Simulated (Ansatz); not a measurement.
Consider AlN in the wurtzite structure (space group P6_3mc, No. 186; a = 3.1138 Å, c = 4.9836 Å). Axes: x lies along a and z along c of the hexagonal cell.

Level of theory: PBEsol/PAW in Ansatz (a program for electronic structure), no SOC.

Strains are applied to the cell and any free atomic positions relax; under biaxial strain the out-of-plane vector relaxes too.

One change was made to it. Results:

The band gap falls by 0.275 eV (4.09 eV → 3.82 eV); the gap character stays direct at Γ; the pressure (mean of the normal stresses, compression positive) goes from zero to -4.63 GPa; the valence-band top at Γ (three highest levels, from the VBM) changes from 0.00, -0.22, -0.22 eV to 0.00, -0.22, -0.41 eV.

Q: Name the change that was made.
A. biaxial strain −2.28 %, plane normal [001], relaxed out of plane
B. strain tensor (xx, yy, zz, yz, xz, xy) = (+2.47, −0.08, −0.04, +0.50, +0.34, +0.81) %
C. biaxial strain −2.49 %, plane normal [001], relaxed out of plane

A: B, strain tensor (xx, yy, zz, yz, xz, xy) = (+2.47, −0.08, −0.04, +0.50, +0.34, +0.81) %. For comparison, the band gap in the other runs: biaxial strain −2.28 %, plane normal [001], relaxed out of plane gives 4.45 eV; biaxial strain −2.49 %, plane normal [001], relaxed out of plane gives 4.46 eV.

Whether these cells are dynamically stable was not tested. k-point labels follow each cell's own Brillouin zone.
